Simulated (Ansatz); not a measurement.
Surface energy of faces of tetragonal indium in PBE and in RPBE, in Ansatz (plane waves, PAW). Symmetric slabs relaxed with PBE from ideal cuts in 1x1 cells (the lowest computed cut and spin start of each face; real faces may reconstruct in larger cells); RPBE values are single points on them, with the bulk at the same level. No spin-orbit coupling, no U.

```json
[
 {"face": "(001)", "PBE (J/m²)": "0.31", "RPBE (J/m²)": "0.21"},
 {"face": "(100)", "PBE (J/m²)": "0.38", "RPBE (J/m²)": "0.28"},
 {"face": "(101)", "PBE (J/m²)": "0.31", "RPBE (J/m²)": "0.21"},
 {"face": "(102)", "PBE (J/m²)": "0.33", "RPBE (J/m²)": "0.24"},
 {"face": "(110)", "PBE (J/m²)": "0.34", "RPBE (J/m²)": "0.23"},
 {"face": "(112)", "PBE (J/m²)": "0.37", "RPBE (J/m²)": "0.27"},
 {"face": "(201)", "PBE (J/m²)": "0.33", "RPBE (J/m²)": "0.24"},
 {"face": "(203)", "PBE (J/m²)": "0.31", "RPBE (J/m²)": "?"},
 {"face": "(211)", "PBE (J/m²)": "0.35", "RPBE (J/m²)": "0.25"}
]
```

**Question.** Fit a straight line y = a·x + b by least squares to the 8 complete rows (x: PBE (J/m²); y: RPBE (J/m²)).

**Answer.** the means are x̄ = 0.3400 and ȳ = 0.2412; Σ(x − x̄)² = 0.0046000 and Σ(x − x̄)(y − ȳ) = 0.0044000, so a = 0.957 and b = ȳ − a·x̄ = -0.084. The largest residual is 0.011.

**Question.** What does the line predict for the withheld row, (203), and what did the calculation give?

**Answer.** the line gives 0.21; the calculation gave 0.22, a miss of 0.01, of the size of the fitted rows' scatter and rounding.

Ansatz is an electronic-structure program.
